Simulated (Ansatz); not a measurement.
F on the 1x1 (101) surface of anatase TiO2 (cut with top plane O), one in a 1x1 cell, energies for each (19.8 Å²). Energies are against ½ F2(g), without zero-point or thermal terms; each row is named by its start (#2, #3: further inequivalent places of a kind).

Host crystal: anatase TiO2, with a band gap (PBE, scalar-relativistic without spin-orbit coupling).

The numbers are results of PBE (plane waves to 420 eV, PAW; Ansatz, a program for electronic structure), not measurements.

Model: 19-atom slab, 9.4 Å thick at the start under the adsorbate (thin: gaps and levels are the slab's own), 6x4x1 mesh, Fermi-Dirac 0.01 eV, dipole correction, 7 atoms held, the rest relaxed; each run with such symmetry as its start has; spin-polarised, no spin-orbit, no U, no dispersion correction.

A negative adsorption energy means that the adsorbate is more stable on the surface than in its reference. Starts that drift may end in the same place. Heights count from the host atoms within 0.3 Å of the top one. Moments of ungapped slabs depend on the mesh.

```tsv
starting site	E_ads (eV)	height (Å)	nearest host atom (Å)	bonded to	change of the vacuum step (eV)	lateral drift (Å)	moment (μB)
top O	-0.06	0.37	O 2.02	Ti	1.02	2.4	1.0
top O #2	-0.77	1.17	Ti 1.76	Ti	1.84	1.9	1.0
over Ti at depth 0.9 Å	-0.77	1.17	Ti 1.76	Ti	1.84	0.7	1.0
over Ti at depth 1.4 Å	-0.06	0.37	O 2.02	Ti	1.02	1.2	1.0
hollow O-O-O over O at depth 4.4 Å (the adsorbate broke or entered a bond of the host)	-0.26	0.99	Ti 1.77	Ti	1.72	2.4	1.0
bridge O-O-O (span 3.8 Å) (the adsorbate broke or entered a bond of the host)	-0.26	0.99	Ti 1.77	Ti	1.70	2.3	1.0
bridge O-O (span 2.8 Å)	-0.77	1.17	Ti 1.76	Ti	1.85	1.5	1.0
```
